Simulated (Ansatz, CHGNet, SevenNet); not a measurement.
## Ge2Sb2Te5 (P-3m1, No. 164, 9 atoms in the cell; start mp-3534): c axis length by level of theory

No measured value is used here.

```
level (code)         value (Å)
-------------------  ---------
CHGNet-r²SCAN           17.852
SevenNet-0              18.113
SevenNet-l3i5           17.542
LDA (Ansatz)            16.885
PBE (Ansatz)               ___
PBEsol (Ansatz)         17.103
PBE-D3(BJ) (Ansatz)        ___
PBE-D4 (Ansatz)         17.398
```

Complete the blanks.


- PBE (Ansatz, a program for electronic structure), value (Å): 18.049
- PBE-D3(BJ) (Ansatz), value (Å): 17.435

CHGNet-r²SCAN, SevenNet-0, SevenNet-l3i5, LDA, PBE, PBEsol, PBE-D3(BJ), PBE-D4: the relaxation could not lower the start's symmetry, so the cell can be a saddle point above a distorted one. PBE-D3(BJ), PBE-D4: a distance lies near a switch of the dispersion term, which can move the cell. Ansatz's density-functional and Hartree–Fock values are scalar-relativistic unless marked +SOC, with PAW data made under PBE.

Machine-learned potentials (CHGNet-r²SCAN, SevenNet-0, SevenNet-l3i5) are trained on DFT data: a solid inside that data is no test of them.

A start named mp-… is a Materials Project structure, which need not be a measured phase.
